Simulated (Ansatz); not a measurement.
A self-consistent single point of TiCo (P4mm, 2 atoms in the cell) with Ansatz (a program for electronic structure).

Level of theory: LDA (PW92), PAW files made with PBE (plane waves; Ansatz).

The change in words: lattice scaled by 0.98; kpoints.mp_grid.grid: 11 11 11 → 10 10 10. Reference geometry:
```xyz
2
Lattice="2.9810 0.0000 0.0000 0.0000 2.9810 0.0000 0.0000 0.0000 2.9810" Properties=species:S:1:pos:R:3 pbc="T T T"
Ti     0.0000     0.0000     0.0500
Co     1.4905     1.4905     1.4905
```

Reference input (self-consistent single point, DFT, LDA (PW92), plane waves, PAW files made with PBE): basis.ecutwfc = 420 eV; kpoints.mp_grid.grid = 11 11 11; hamiltonian.xc = lda; hamiltonian.pseudopotentials = {kind: paw} (the program's default PAW files); scf.occupations.method = fermi_dirac; scf.occupations.width = 0.1 eV. This run's input differs from it in these lines:

Ansatz 0.2 input:
```diff
@@ -3,5 +3,5 @@
   lattice:
-    - [2.981030, 0.000000, 0.000000]
-    - [0.000000, 2.981030, 0.000000]
-    - [0.000000, 0.000000, 2.981030]
+    - [2.921409, 0.000000, 0.000000]
+    - [0.000000, 2.921409, 0.000000]
+    - [0.000000, 0.000000, 2.921409]
   atoms:
@@ -13,3 +13,3 @@
   mp_grid:
-    grid: [11, 11, 11]
+    grid: [10, 10, 10]
 hamiltonian:
```

Output, abridged:

```
SCF iter   1: F=—  HF=-7514.327907 eV  |F-HF|=—  |Δ(HF+E_count)|=         —  Δρ=6.85e-2  dr2=1.12e0  ethr=3.10e-3  ⟨swp⟩=3.9  Hψ=9120  notcnv=0
all-band conjugate gradients solve this SCF's bands
preconditioner: auto → none
SCF iter   2: F=—  HF=-7514.176262 eV  |F-HF|=—  |Δ(HF+E_count)|=   1.52e-1  Δρ=8.93e-2  dr2=2.16e0  ethr=3.10e-3  ⟨swp⟩=2.3  Hψ=4468  notcnv=0
   [... lines left out ...]
SCF iter   8: F=—  HF=-7514.009227 eV  |F-HF|=—  |Δ(HF+E_count)|=   2.60e-6  Δρ=2.86e-5  dr2=2.30e-7  ethr=9.94e-9  ⟨swp⟩=1.1  Hψ=2414  notcnv=0
SCF iter   9: F=-7514.009227 eV  HF=-7514.009227 eV  |F-HF|=8.85e-10  |Δ(HF+E_count)|=   1.39e-8  Δρ=2.16e-6  dr2=1.03e-9  ethr=3.45e-10  ⟨swp⟩=4.1  Hψ=7511  notcnv=0
the search or the solves at the SCF's close seem to have found levels that the self-consistency loop had missed (the run counts 1) …
SCF 1 converged in 9 iterations: F = -7514.009227 eV  dr2 = 1.03e-9
Free energy (F): -7514.009227 eV
Internal energy: -7513.926043 eV  (E = F + TS)
E sigma→0 (E₀):  -7513.967635 eV
Entropy (-TS):   -0.083184 eV (-41.592 meV/atom)
Fermi energy:    17.525711 eV
--- Forces (eV/Å), atoms counted from 1 ---
  atom   1  Ti     0.00000000     0.00000000    -0.22481725
  atom   2  Co    -0.00000000     0.00000000     0.22482086
--- Stress (GPa, compression-positive) ---
       -3.798784       0.000000      -0.000000
        0.000000      -3.798784       0.000000
       -0.000000       0.000000      -3.895785
  P = ⅓ Tr σ = -3.8311 GPa (-38.311 kbar)
  The stress holds the Pulay correction. Without it, at fixed plane waves, as pw.x and ABINIT print it: P = -3.9068 GPa
```

The run converged in 9 iterations. Against the reference run the free energy goes down by 45.0 meV/atom, the pressure goes from -14.10 to -3.83 GPa and the largest force goes from 0.166 to 0.225 eV/Å.

The starting cell has typed, rounded lattice constants, without a prior relaxation at this level. Its lattice was rescaled by up to half a per cent. One atom was moved a little off its site on purpose. For this run, on top of that: lattice scaled by 0.98. Spin polarisation is off. With a pressure of about -4 GPa the cell is away from its equilibrium volume at this level. Ansatz's pressure includes its estimate of the finite-basis (Pulay) stress.
